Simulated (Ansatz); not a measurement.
Response to strain in W

Consider W in the bcc (W type) structure (space group Im-3m, No. 229; relaxed with 0.1 eV smearing).

```
W
1.0
   -1.57711     1.57711     1.57711
    1.57711    -1.57711     1.57711
    1.57711     1.57711    -1.57711
W
1
Cartesian
  0.00000   0.00000   0.00000
```

Strains are applied to the cell and any free atomic positions relax.

Method: PBEsol in Ansatz (plane waves to 420 eV, PAW, scalar-relativistic without spin-orbit coupling).

```
isotropic strain (%)  pressure (GPa)
--------------------  --------------
-2                              22.2
-1                              10.4
-0.5                             5.0
0                                0.0
0.5                             -4.7
1                               -9.1
1.5                                ?
2.5                            -20.5
3                              -23.8
```

Problem. Fit P = P₀ − Bδ + Cδ² with δ = (1 + ε)³ − 1 to the rows shown and predict the withheld row.

Solution. Least squares on the printed values gives P₀ = 0.0 GPa, B = 329 GPa, C = 787 GPa (largest residual 0.1 GPa); this predicts -13.3 GPa, and the run gives -13.1 GPa, 0.2 higher.

Whether these cells are dynamically stable was not tested. The final runs are not spin-polarised.

Ansatz is a quantum-chemistry and plane-wave program.
